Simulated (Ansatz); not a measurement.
The reference is Ca2Si (space group Pnma, No. 62; a = 7.4530 Å, b = 4.7873 Å, c = 8.9369 Å; a cell from a computed database, its experimental status unchecked). Axes: x, y, z lie along a, b, c of the conventional cell.

Level of theory: PBEsol/PAW in Ansatz (a first-principles code), no spin-orbit coupling.

It is then changed as follows: tensor shear ε_xz = −2.67 % (engineering shear γ = -0.0534), atoms relaxed at fixed cell.

Question: Predict the stress tensor and what it implies for the stiffness.

Answer: Stress of the strained cell less that of the base (GPa, compression positive):
```
   0.16    0.00    1.20
   0.00    0.11    0.00
   1.20    0.00    0.05
```

Then −Δσ/γ with γ = 2ε = -0.0534 gives secant stiffness values (nonlinear terms included at this strain): C55 ≈ 23 GPa.

As a check, the harmonic strain energy −½ V₀ Δσ:ε is 5.3 meV/atom; the computed energy rise is 5.4 meV/atom.

Stability against distortions was not tested.
